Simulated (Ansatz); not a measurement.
Results of G0W0@PBEsol in Ansatz (hard PAW, contour deformation) for CaAlHO2 (model structure, started from the SrVO2H type, P4/mmm, No. 123, 5 atoms in the cell).

The same calculation (at the PBEsol cell, 9.585 Å³/atom) with different numerical settings; throughout: k mesh 2×2×2:

```json
[
 {"run": "1", "response cutoff (eV)": "100", "empty bands": "200", "quasiparticle gap on the mesh (eV)": "5.418", "quasiparticle gap at Γ (eV)": "7.857", "rough time": "30 core-s"},
 {"run": "2", "response cutoff (eV)": "150", "empty bands": "367", "quasiparticle gap on the mesh (eV)": "5.578", "quasiparticle gap at Γ (eV)": "7.961", "rough time": "60 core-s"},
 {"run": "3", "response cutoff (eV)": "200", "empty bands": "565", "quasiparticle gap on the mesh (eV)": "5.681", "quasiparticle gap at Γ (eV)": "8.036", "rough time": "3 core-min"},
 {"run": "4", "response cutoff (eV)": "250", "empty bands": "790", "quasiparticle gap on the mesh (eV)": "5.757", "quasiparticle gap at Γ (eV)": "8.096", "rough time": "6 core-min"},
 {"run": "5", "response cutoff (eV)": "300", "empty bands": "1039", "quasiparticle gap on the mesh (eV)": "5.806", "quasiparticle gap at Γ (eV)": "8.133", "rough time": "10 core-min"},
 {"run": "6", "response cutoff (eV)": "400", "empty bands": "1599", "quasiparticle gap on the mesh (eV)": "5.860", "quasiparticle gap at Γ (eV)": "8.174", "rough time": "20 core-min"}
]
```

In the column quasiparticle gap on the mesh (eV) the first row differs from the last by -0.442 and the next to last by -0.054.

The last row is no converged limit: other settings stay fixed.

A model structure was made by putting elements into a prototype or built by hand; it is no filed structure, need not be a known phase, and can be a saddle point held by its symmetry.

Ansatz is a first-principles code.
